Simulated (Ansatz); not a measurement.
The structure below was relaxed with Kohn–Sham DFT with the LDA functional, run in Ansatz (a program for electronic structure) with PAW and 420 eV plane waves, no spin-orbit coupling, at pressure 7.5 GPa.

```
CsPbCl3
1.0
    5.21588     0.00000     0.00000
    0.00000     5.21588     0.00000
    0.00000     0.00000     5.21588
Cs Pb Cl
1 1 3
Cartesian
  0.00000   0.00000   0.00000
  2.60794   2.60794   2.60794
  2.60794   0.00000   2.60794
  0.00000   2.60794   2.60794
  2.60794   2.60794   0.00000
```

Problem. Find the space group and the Wyckoff positions.

Solution. Space group Pm-3m (No. 221); a = b = c = 5.216 Å, α = β = γ = 90.00°

```
atom  site  symmetry       x       y       z
----  ----  --------  ------  ------  ------
Cs      1a      m-3m  0.0000  0.0000  0.0000
Pb      1b      m-3m  0.5000  0.5000  0.5000
Cl      3c    4/mm.m  0.0000  0.5000  0.5000
```

Load acts through the strain it causes; cell and atoms are relaxed under it. Stability against distortions was not tested. No other phases were tried under pressure. The cell was made from CsPbCl3 in the cubic perovskite structure (space group Pm-3m, No. 221) by this change: pressure 7.5 GPa. Many cubic perovskites are stable only at high temperature; tilts and polar distortions were not tested. This is not the structure that CsPbCl3 has at room temperature and ambient pressure.
